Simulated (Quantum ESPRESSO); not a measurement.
Quantum ESPRESSO run on NaH (Fm-3m, 2 atoms in the cell): self-consistent single point.

Method: PBE, PseudoDojo standard norm-conserving (PBE) pseudopotentials (plane waves; Quantum ESPRESSO 7.5).

```xyz
2
Lattice="-2.3843 0.0000 2.3843 0.0000 2.3843 2.3843 -2.3843 2.3843 0.0000" Properties=species:S:1:pos:R:3 pbc="T T T"
Na     0.0000     0.0000     0.0000
H     -2.3843     2.3843     2.3843
```

Reference input (self-consistent single point, DFT, PBE, plane waves, PseudoDojo standard norm-conserving (PBE) pseudopotentials): ecutwfc = 90 Ry; occupations = smearing; smearing = gaussian; degauss = 0.00147 Ry; potentials = {Na: Na.upf, H: H.upf}; K_POINTS = automatic 10 10 10 0 0 0; conv_thr = 1e-10 Ry. This run's input differs from it in these lines:

```diff
@@ -28,3 +28,3 @@
 K_POINTS {automatic}
-10 10 10  0 0 0
+6 6 6  0 0 0
```

The program printed (abridged):

```
     Self-consistent Calculation

     iteration #  1     ecut=    90.00 Ry     beta= 0.70

     Threshold (ethr) on eigenvalues was too large:
     Diagonalizing with lowered threshold

     total energy              =     -92.60923072 Ry
     estimated scf accuracy    <       0.09149781 Ry

     iteration #  2     ecut=    90.00 Ry     beta= 0.70

     total energy              =     -92.62269740 Ry
     estimated scf accuracy    <       0.00111373 Ry

     iteration #  3     ecut=    90.00 Ry     beta= 0.70

     total energy              =     -92.62289420 Ry
     estimated scf accuracy    <       0.00006008 Ry

   [... 2 blocks of this kind left out ...]

     iteration #  6     ecut=    90.00 Ry     beta= 0.70

     total energy              =     -92.62290544 Ry
     estimated scf accuracy    <          2.3E-09 Ry

     iteration #  7     ecut=    90.00 Ry     beta= 0.70
     End of self-consistent calculation

     the Fermi energy is     4.6438 ev

!    total energy              =     -92.62290544 Ry
     estimated scf accuracy    <          2.1E-11 Ry
     smearing contrib. (-TS)   =      -0.00000000 Ry
     internal energy E=F+TS    =     -92.62290544 Ry

     convergence has been achieved in   7 iterations

     Forces acting on atoms (cartesian axes, Ry/au):

     atom    1 type  1   force =    -0.00000000   -0.00000000    0.00000000
     atom    2 type  2   force =    -0.00000000   -0.00000000    0.00000000

     Total force =     0.000000     Total SCF correction =     0.000000

          total   stress  (Ry/bohr**3)                   (kbar)     P=       10.31
   0.00007005   0.00000000  -0.00000000           10.31        0.00       -0.00
   0.00000000   0.00007005  -0.00000000            0.00       10.31       -0.00
  -0.00000000  -0.00000000   0.00007005           -0.00       -0.00       10.31

   JOB DONE.
```

The run converged in 7 iterations. Against the reference run the free energy hardly moves (within 1 meV/atom), the pressure stays at 1.03 GPa and the gap on the mesh goes from 3.852 to 3.881 eV.

The starting cell comes from a database of computed structures (which also holds hypothetical and non-ambient phases and stackings), without a prior relaxation at this level. Its lattice was rescaled by a random factor within 2.5 % of one.
